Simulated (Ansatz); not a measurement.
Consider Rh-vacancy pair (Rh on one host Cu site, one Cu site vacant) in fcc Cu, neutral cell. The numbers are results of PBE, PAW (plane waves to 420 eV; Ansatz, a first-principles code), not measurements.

Settings: 32 host sites, the relaxed PBE lattice, a 2×2×2 k-point mesh shifted by half a step, smearing 0.10 eV, spin-restricted, no image-charge correction. Static, classical nuclei. Forms of the defect that were not tried may lie lower.

Barriers: single points on a 4×4×4 k-point mesh shifted by half a step at the bands' geometries (they differ from the bands' own by up to 0.14 eV, and are uncertain by about as much).

The step: direct exchange of Rh with the vacancy (Rh-vacancy distance between ideal sites 2.57 Å throughout). Atoms about the jump, Cartesian Å from the middle of the jump, before and after:

```tsv
atom	x0	y0	z0	x1	y1	z1
Rh1	0.00	-0.86	-0.86	0.00	0.86	0.86
Cu2	1.83	-0.89	0.93	1.83	-0.93	0.89
Cu3	-1.83	0.93	-0.89	-1.83	0.89	-0.93
Cu4	1.83	0.93	-0.89	1.83	0.89	-0.93
Cu5	-1.83	-0.89	0.93	-1.83	-0.93	0.89
Cu6	0.00	-2.73	0.93	0.00	-2.70	0.87
Cu7	0.00	0.93	-2.73	0.00	0.88	-2.70
Cu8	0.00	-0.87	2.70	0.00	-0.93	2.73
Cu9	0.00	2.70	-0.88	0.00	2.73	-0.93
Cu10	1.82	-2.74	-0.90	1.80	-2.71	-0.91
Cu11	-1.83	-2.74	-0.90	-1.80	-2.71	-0.92
Cu12	1.82	-0.90	-2.74	1.80	-0.92	-2.70
Cu13	-1.83	-0.90	-2.74	-1.80	-0.91	-2.71
Cu14	1.80	0.91	2.71	1.82	0.90	2.74
Cu15	-1.80	0.92	2.71	-1.83	0.90	2.74
Cu16	1.80	2.70	0.92	1.82	2.74	0.90
Cu17	-1.80	2.71	0.91	-1.83	2.74	0.90
```

**Question.** Where do these atoms stand at the saddle point, and how high is it?

**Answer.** 
| atom | x | y | z |
|---|---|---|---|
| Rh1 | 0.00 | -0.01 | -0.01 |
| Cu2 | 2.02 | -0.98 | 0.97 |
| Cu3 | -2.02 | 0.97 | -0.99 |
| Cu4 | 2.02 | 0.97 | -0.99 |
| Cu5 | -2.02 | -0.98 | 0.97 |
| Cu6 | 0.00 | -2.65 | 0.87 |
| Cu7 | 0.00 | 0.87 | -2.66 |
| Cu8 | 0.00 | -0.88 | 2.64 |
| Cu9 | 0.00 | 2.65 | -0.88 |
| Cu10 | 1.75 | -2.69 | -0.91 |
| Cu11 | -1.75 | -2.69 | -0.91 |
| Cu12 | 1.75 | -0.90 | -2.70 |
| Cu13 | -1.75 | -0.90 | -2.70 |
| Cu14 | 1.75 | 0.90 | 2.68 |
| Cu15 | -1.75 | 0.90 | 2.68 |
| Cu16 | 1.75 | 2.68 | 0.89 |
| Cu17 | -1.75 | 2.69 | 0.89 |
It lies 1.03 eV above the start and 1.03 eV above the end. The saddle point's order was not checked, and it lies on a symmetry element of the cell, where a band can be held.
